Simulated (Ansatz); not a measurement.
# BeTe, response to strain

The reference is BeTe in the zinc blende structure (space group F-43m, No. 216; a = 5.604 Å).

Strains are applied to the cell and any free atomic positions relax.

Level of theory: plane-wave PAW DFT at the PBEsol level (Ansatz, a quantum-chemistry and plane-wave program, 420 eV), without spin-orbit coupling.

For the base:

- Band gap = 1.84 eV

Problem. The aim is a band gap between 1.55 eV and 1.68 eV. Which of these changes reaches it?
A) isotropic strain −3.00 %
B) isotropic strain +2.00 %
C) isotropic strain +1.50 %
D) isotropic strain +3.00 %
E) isotropic strain −1.00 %

Solution. A, isotropic strain −3.00 %. It gives 1.59 eV; isotropic strain −1.00 % gives 1.76 eV; isotropic strain +1.50 % gives 1.94 eV; isotropic strain +2.00 % gives 1.98 eV; isotropic strain +3.00 % gives 2.04 eV. Changes not listed may reach it too

With Te present, leaving out spin-orbit coupling can change the band edges. Whether these cells are dynamically stable was not tested.
